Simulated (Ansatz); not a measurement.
We consider RuPdN2 (model structure, started from the PtCoO2 type, R-3m, No. 166, 4 atoms in the cell), described by r²SCAN in Ansatz (plane waves, PAW).

Numerical settings: plane-wave cutoff 560 eV, 22×22×22 k mesh, Fermi–Dirac smearing 0.05 eV, no spin polarisation, scalar-relativistic PAW data made under PBE.

Cell (relaxed at this level):

```xyz
4
Lattice="1.4270 0.8239 6.3335 -1.4270 0.8239 6.3335 0.0000 -1.6477 6.3335" Properties=species:S:1:pos:R:3 pbc="T T T"
Ru     0.0000     0.0000     9.5003
Pd     0.0000     0.0000     0.0000
N      0.0000     0.0000    17.0354
N      0.0000     0.0000     1.9652
```

Give the computed bulk modulus B0.


* **bulk modulus B0**: 218 GPa

Note: the run has no spin polarisation, so it can have missed a magnetic state; the bulk modulus is −V dP/dV from two relaxed cells at ±2 % in volume; the relaxation could raise the start's symmetry but not lower it, so the cell can be a saddle point.

It cost very roughly 14 core-minutes of CPU time.

A model structure was made by putting elements into a prototype or built by hand; it is no filed structure, need not be a known phase, and can be a saddle point held by its symmetry.

Ansatz is an electronic-structure program.
